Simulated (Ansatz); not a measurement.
# A computed series for Ir: response to strain

The reference is Ir in the fcc (Cu type) structure (space group Fm-3m, No. 225).

```
CELL_PARAMETERS angstrom
      0.00000     1.92220     1.92220
      1.92220     0.00000     1.92220
      1.92220     1.92220     0.00000
ATOMIC_POSITIONS crystal
  Ir 0.00000 0.00000 0.00000
```

Cartesian axes are those of the cell as printed.

Strains are applied to the cell and any free atomic positions relax; under biaxial strain the out-of-plane vector relaxes too; under stress the whole cell relaxes.

All numbers come from r2SCAN (Ansatz, a quantum-chemistry and plane-wave program, PAW, no spin-orbit coupling).

Notes on the quantities. energy relative to the base: free energy F; pressure: mean of the normal stresses, compression positive.

| case | energy relative to the base | space group | pressure | shortest interatomic distance |
|---|---|---|---|---|
| base | 0 meV/atom | Fm-3m (No. 225) | 0.0 GPa | 271.8 pm |
| biaxial strain +4.79 %, plane normal [001], relaxed out of plane | +120 meV/atom | I4/mmm (No. 139) | -17.0 GPa | 273.6 pm |
| biaxial strain +4.86 %, plane normal [001], relaxed out of plane | +123 meV/atom | I4/mmm (No. 139) | -17.2 GPa | 273.6 pm |
| biaxial strain +0.65 %, plane normal [111], relaxed out of plane | +3.0 meV/atom | R-3m (No. 166) | -3.4 GPa | 271.8 pm |
| isotropic strain −1.30 % | +27 meV/atom | Fm-3m (No. 225) | 16.3 GPa | 268.3 pm |
| isotropic strain −1.01 % | +16 meV/atom | Fm-3m (No. 225) | 12.4 GPa | 269.1 pm |
| isotropic strain +3.48 % | +158 meV/atom | Fm-3m (No. 225) | -29.8 GPa | 281.3 pm |
| uniaxial strain ε_xx = −1.88 % | +10 meV/atom | I4/mmm (No. 139) | 7.6 GPa | 269.3 pm |
| tensor shear ε_xz = +0.75 % | +2.7 meV/atom | Immm (No. 71) | 0.1 GPa | 269.8 pm |
| uniaxial stress, 8 GPa tension along x | +5.8 meV/atom | I4/mmm (No. 139) | – | 270.7 pm |

Without a gap, meshes like the base's 21×21×21 leave anisotropic stresses uncertain by several tenths of a GPa, and small strain energies with them. Beyond what the load breaks, stability against distortions was not tested. All final runs are without spin polarisation.
